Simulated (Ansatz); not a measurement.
Reference: monolayer ZrS2, PBE, rigid bands (plane waves, PAW, scalar-relativistic; Ansatz, a quantum-chemistry and plane-wave program); axes and stresses refer to this cell.

```xyz
3
Lattice="3.6855 0.0000 0.0000 -1.8428 3.1917 0.0000 0.0000 0.0000 18.9473" Properties=species:S:1:pos:R:3 pbc="T T T"
Zr     0.0000     0.0000     9.4737
S      0.0000     2.1278    10.9218
S      1.8428     1.0639     8.0255
```

electron conductivity mass: 0.53 mₑ
band gap: 1.20 eV
hole conductivity mass: 0.33 mₑ

### Question
Change: biaxial strain -3 % with spin-orbit coupling. What happens to electron conductivity mass, band gap, hole conductivity mass?

### Answer
electron conductivity mass falls to 0.43 mₑ; band gap drops to 0.79 eV; hole conductivity mass falls to 0.31 mₑ.

### Question
Change: spin-orbit coupling switched on. What happens to electron conductivity mass, band gap, hole conductivity mass?

### Answer
electron conductivity mass moves little, to 0.53 mₑ; band gap shrinks to 1.16 eV; hole conductivity mass moves little, to 0.33 mₑ.

Masses are for dilute carriers at 300 K, harmonic means over directions unless an axis is named. Spin-orbit coupling is left out unless a row names it. The structure type is held under load, also where the real crystal would transform.

Model free-standing layer, not matched to a measured one here: monolayer ZrS2.
